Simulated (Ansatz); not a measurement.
Seebeck coefficient (μV/K, mean over directions) of n-type InAs (F-43m) against carrier density, HSE06, rigid bands run with Ansatz (an electronic-structure program). Computed gap 0.42 eV; densities at which minority carriers matter at this gap, or further valleys turn the trend, are left out. Conductivity mass 0.031 mₑ (harmonic mean over directions), N_c = 1.2e17 cm⁻³ at 300 K.

```csv
electron density,300 K,500 K
1e18 cm⁻³,-88,?
3e18 cm⁻³,-52,-86
1e19 cm⁻³,-31,-52
3e19 cm⁻³,-20,-34
1e20 cm⁻³,-14,?
```

Q: What belongs in the gaps?

A: 
- 1e18 cm⁻³, 500 K: -139
- 1e20 cm⁻³, 500 K: -23

Rigid bands with a gap fixed in temperature, one relaxation time for all states, no polarons or phonon drag, and whether or not such doping can be reached. Spin-orbit coupling is left out. Geometry: cell and atoms relaxed with PBEsol.
